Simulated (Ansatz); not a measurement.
Worked example: self-consistent single point of Ta5N6 (P6_3/mcm, 22 atoms in the cell) in Ansatz (a first-principles code).

Method of the run: r2SCAN, default PAW files made with PBE (plane waves; Ansatz).

```yaml
crystal:
  lattice:
    - [5.25260, 0.00000, 0.00000]
    - [-2.62630, 4.54889, 0.00000]
    - [0.00000, 0.00000, 10.50622]
  atoms:
    - { symbol: N, position: [0.34000, 0.00000, 0.62500] }
    - { symbol: N, position: [0.34000, 0.34000, 0.12500] }
    - { symbol: N, position: [0.00000, 0.34000, 0.62500] }
    - { symbol: N, position: [0.66000, 0.00000, 0.12500] }
    - { symbol: N, position: [0.66000, 0.66000, 0.62500] }
    - { symbol: N, position: [0.00000, 0.66000, 0.12500] }
    - { symbol: N, position: [0.00000, 0.66000, 0.37500] }
    - { symbol: N, position: [0.66000, 0.66000, 0.87500] }
    - { symbol: N, position: [0.66000, 0.00000, 0.37500] }
    - { symbol: N, position: [0.00000, 0.34000, 0.87500] }
    - { symbol: N, position: [0.34000, 0.34000, 0.37500] }
    - { symbol: N, position: [0.34000, 0.00000, 0.87500] }
    - { symbol: Ta, position: [0.33333, 0.66667, 0.00000] }
    - { symbol: Ta, position: [0.66667, 0.33333, 0.50000] }
    - { symbol: Ta, position: [0.66667, 0.33333, 0.00000] }
    - { symbol: Ta, position: [0.33333, 0.66667, 0.50000] }
    - { symbol: Ta, position: [0.32000, 0.00000, 0.25000] }
    - { symbol: Ta, position: [0.32000, 0.32000, 0.75000] }
    - { symbol: Ta, position: [0.00000, 0.32000, 0.25000] }
    - { symbol: Ta, position: [0.68000, 0.00000, 0.75000] }
    - { symbol: Ta, position: [0.68000, 0.68000, 0.25000] }
    - { symbol: Ta, position: [0.00000, 0.68000, 0.75000] }
```

Reference input (self-consistent single point, DFT, r2SCAN, plane waves, default PAW files made with PBE): basis.ecutwfc = 500 eV; kpoints.mp_grid.grid = 4 4 2; hamiltonian.xc = r2scan; hamiltonian.pseudopotentials = {kind: paw} (the program's default PAW files); scf.occupations.method = gaussian; scf.occupations.width = 0.1 eV. This run's input differs from it in these lines:

Ansatz 0.2 input:
```diff
@@ -32,3 +32,3 @@
   mp_grid:
-    grid: [4, 4, 2]
+    grid: [5, 5, 2]
 hamiltonian:
@@ -40,3 +40,3 @@
     method: gaussian
-    width: 0.1 eV
+    width: 0.03 eV
 output:
```

The program printed (abridged):

```
SCF iter   1: F=—  HF=-104088.662617 eV  |F-HF|=—  |Δ(HF+E_count)|=         —  Δρ=1.39e-2  dr2=1.04e0  dr2_τ=1.39e0  ethr=1.77e-3  ⟨swp⟩=7.1  Hψ=4697  notcnv=0  defer=60
all-band conjugate gradients solve this SCF's bands
preconditioner: auto → LDOS
SCF iter   2: F=—  HF=-104089.240096 eV  |F-HF|=—  |Δ(HF+E_count)|=   5.77e-1  Δρ=5.92e-3  dr2=8.86e-2  dr2_τ=2.35e-2  ethr=5.47e-4  ⟨swp⟩=3.0  Hψ=1896  notcnv=0  defer=154
   [... lines left out ...]
SCF iter   6: F=—  HF=-104089.236296 eV  |F-HF|=—  |Δ(HF+E_count)|=   2.98e-5  Δρ=6.57e-5  dr2=1.66e-5  dr2_τ=9.46e-7  ethr=1.29e-7  ⟨swp⟩=2.0  Hψ=1749  notcnv=0  defer=154
SCF iter   7: F=—  HF=-104089.236403 eV  |F-HF|=—  |Δ(HF+E_count)|=   1.06e-4  Δρ=1.74e-5  dr2=5.45e-7  dr2_τ=5.75e-8  ethr=8.72e-9  ⟨swp⟩=2.0  Hψ=1854  notcnv=0  defer=154
SCF iter   8: F=-104089.236404 eV  HF=-104089.236404 eV  |F-HF|=3.64e-8  |Δ(HF+E_count)|=   9.19e-7  Δρ=3.55e-6  dr2=2.08e-8  dr2_τ=2.70e-9  ethr=5.26e-11  ⟨swp⟩=14.9  Hψ=6521  notcnv=0
SCF 1 converged in 8 iterations: F = -104089.236404 eV  dr2 = 2.08e-8
Free energy (F): -104089.236404 eV
Internal energy: -104089.231449 eV  (E = F + TS)
E sigma→0 (E₀):  -104089.233926 eV
Entropy (-TS):   -0.004955 eV (-0.225 meV/atom)
Fermi energy:    18.220979 eV
--- Forces (eV/Å), atoms counted from 1 ---
  atom   1  N      0.48520634    -0.00000003    -0.72359640
  atom   2  N      0.24260319     0.42020100    -0.72359640
  atom   3  N     -0.24260314     0.42020103    -0.72359640
  atom   4  N     -0.48520634     0.00000003    -0.72359640
  atom   5  N     -0.24260319    -0.42020100    -0.72359640
  atom   6  N      0.24260314    -0.42020103    -0.72359640
  atom   7  N      0.24260314    -0.42020103     0.72359640
  atom   8  N     -0.24260319    -0.42020100     0.72359640
   [... lines left out ...]
  atom  22  Ta     0.28948803    -0.50140804     0.00000000
--- Stress (GPa, compression-positive) ---
      -11.233360       0.000000       0.000000
        0.000000     -11.233360       0.000000
        0.000000       0.000000      -8.218293
  P = ⅓ Tr σ = -10.2283 GPa (-102.283 kbar)
  The stress holds the Pulay correction. Without it, at fixed plane waves, as pw.x and ABINIT print it: P = -10.3030 GPa
```

The run converged in 8 iterations. Against the reference run the free energy hardly moves (within 1 meV/atom), the pressure stays at -10.23 GPa and the largest force goes from 0.897 to 0.871 eV/Å.

The starting cell comes from a database of published, mostly measured structures (it also holds non-ambient and calculated ones), without a prior relaxation at this level. Its lattice was rescaled by a random factor within 2.5 % of one. Spin-orbit coupling is off. Spin polarisation is off. With a pressure of about -10 GPa the cell is away from its equilibrium volume at this level. Ansatz's pressure includes its estimate of the finite-basis (Pulay) stress.

Cost on one core of a shared machine: roughly 40 s.
